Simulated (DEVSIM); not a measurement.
System: illuminated CdTe p-on-n cell, one wavelength, at 300 K.

Layer 1 from the left is CdTe, thickness (μm) 0.140, Na (cm⁻³) 1.7e18, τn (s) 2.4e-8, τp (s) 1.2e-8, absorption coefficient (cm⁻¹) 9100. Layer 2 from the left is CdTe, thickness (μm) 4.70, Nd (cm⁻³) 6.6e16, τn (s) 5.1e-8, τp (s) 5.1e-8, absorption coefficient (cm⁻¹) 9100.

Left contact: ohmic, minority electron recombination velocity 7000 cm/s. Right contact: ohmic, minority hole recombination velocity 8000 cm/s. Voltage is applied to the left contact. Recombination: SRH at mid-gap, radiative, Auger. Light enters at the left, 1.2e18 photons cm⁻² s⁻¹, one pass, no reflection. Mobility is constant in doping.

Constants are typed, rounded textbook-type inputs, not results; the design itself was drawn at random and stands for no fabricated device. Values at 300 K.

CdTe: gap (eV) 1.5, affinity (eV) 4.28, permittivity 10.2, Nc (cm⁻³) 8e17, Nv (cm⁻³) 1.8e19, μn (cm²/Vs) 1000, μp (cm²/Vs) 80, B (cm³/s) 1e-10, Cn (cm⁶/s) 1e-30, Cp (cm⁶/s) 1e-30.

DEVSIM, 1D drift-diffusion, Boltzmann statistics, complete ionisation; no tunnelling, impact ionisation, image-force lowering or self-heating.

Dark forward current:

```tsv
|V| (V)	|J| (A/cm²)
0.05	1.891e-12
0.10	6.567e-12
0.15	1.895e-11
0.20	5.222e-11
0.25	1.421e-10
0.30	3.850e-10
0.35	1.042e-9
0.40	2.823e-9
0.45	7.663e-9
0.50	2.084e-8
0.55	5.683e-8
0.60	1.555e-7
0.65	4.274e-7
0.70	1.183e-6
0.75	3.316e-6
0.80	9.520e-6
0.85	2.868e-5
0.90	9.482e-5
0.95	0.0003649
1.00	0.001698
1.05	0.009361
1.10	0.05769
1.15	0.3763
1.20	2.479
1.25	15.13
1.30	74.90
```

Work out the local ideality factor n = ΔV / (kT/q · ln(J2/J1)) between the rows 0.15 and 0.20 V, 1.15 and 1.20 V, 1.25 and 1.30 V.

kT/q = 25.85 mV. From 0.15 to 0.20 V: ln(5.222e-11/1.895e-11) = 1.014, n = 1.91, near the 2 of recombination in the depletion region. From 1.15 to 1.20 V: ln(2.479/0.3763) = 1.885, n = 1.03, near the 1 of diffusion or emission over a barrier. From 1.25 to 1.30 V: ln(74.90/15.13) = 1.599, n = 1.21; the layers' resistance at their doping, Σ W/(qμN) = 4.5e-5 Ω cm², would take 2.7 mV of this step of 50 mV.

What current could the absorbed light give at most, and what share is collected?

Σ αd = 4.40, so qΦ(1 − exp(−Σ αd)) = 190 mA/cm². The simulated short-circuit current is 150.0 mA/cm², a share of 0.79.

Estimate the open-circuit voltage by superposition: the voltage at which the dark current equals that short-circuit current.

Interpolating ln J in the table gives 1.125 V. The simulation gives 1.125 V, the same within the digits that matter. Superposition holds where collection doesn't change with voltage.

Estimate the fill factor from FF0 = (v − ln(v + 0.72))/(v + 1), v = qVoc/(nkT), with n from the dark curve.

The rows about Voc, 1.10 and 1.15 V, give n = 1.03, so v = 42.2 and FF0 = 0.890. The simulation gives 0.868; the estimate lies 2.5 % above.
